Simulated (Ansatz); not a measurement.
# Converging the k-point mesh at a smearing width of 0.02 eV: Pb (P-3m1, 2 atoms in the cell)

```xyz
2
Lattice="3.4542 0.0000 0.0000 -1.7271 2.9915 0.0000 0.0000 0.0000 5.9674" Properties=species:S:1:pos:R:3 pbc="T T T"
Pb     0.0000     1.9943     1.5419
Pb     1.7271     0.9972     4.4756
```

Method of the run: PBEsol, default PAW files made with PBE (plane waves; Ansatz, a first-principles code).

Base settings: basis.ecutwfc = 420 eV; kpoints.mp_grid.grid = 11 11 6; hamiltonian.xc = pbesol; hamiltonian.pseudopotentials = {kind: paw} (the program's default PAW files); scf.occupations.method = gaussian; scf.occupations.width = 0.1 eV.

In this ladder: scf.occupations.width = 0.02 eV.

Only quantities that move along the ladder and can be compared are tabulated.

The count of work is k-points × plane waves × bands × iterations; it is no time. 

The starting cell comes from a database of computed structures (which also holds hypothetical and non-ambient phases and stackings), without a prior relaxation at this level. Its lattice was rescaled by up to half a per cent. One atom was moved a little off its site on purpose. Ansatz's pressure includes its estimate of the finite-basis (Pulay) stress.

Steps (kpoints.mp_grid.grid): 4 4 2; 5 5 3; 6 6 3; 7 7 4; 8 8 4; 10 10 5; 12 12 6; 15 15 8; 18 18 9; 21 21 11; 26 26 13.

Problem. What is the coarsest kpoints.mp_grid.grid that holds the free energy within 0.5 meV/atom?

Solution. Not settled: the last two steps still differ by 0.60 meV/atom, over half the tolerance, so the ladder does not show it.

Problem. What is the coarsest kpoints.mp_grid.grid that holds the pressure within 0.5 GPa of the last step, with all finer ones?

Solution. 6 6 3, at 0.018 of the last step's count of work; the step before is off by 0.84 GPa.

Problem. What is the coarsest kpoints.mp_grid.grid that holds the forces within 0.01 eV/Å of the last step, with all finer ones?

Solution. 21 21 11; the step before is off by 0.015 eV/Å.

```csv
kpoints.mp_grid.grid,free energy less the last step's (meV/atom),pressure (GPa),largest difference of a force vector from the last step's (eV/Å),count of work / last
4 4 2,234.10,-1.91,0.608,0.011
5 5 3,-5.19,-0.41,0.008,0.012
6 6 3,-5.05,-1.28,0.023,0.018
7 7 4,16.19,-1.09,0.151,0.029
8 8 4,26.99,-1.43,0.096,0.036
10 10 5,-4.18,-0.99,0.020,0.060
12 12 6,1.03,-1.34,0.002,0.12
15 15 8,-0.38,-1.19,0.002,0.23
18 18 9,1.95,-1.21,0.015,0.35
21 21 11,0.60,-1.21,0.002,0.57
26 26 13,0.00,-1.25,0.000,1.0
```

Two neighbours can agree and both be off: 5 5 3 and 6 6 3 differ by 0.14 meV/atom in the free energy, yet lie about 5.1 meV/atom from the last step.

Keys are those of Ansatz 0.2.
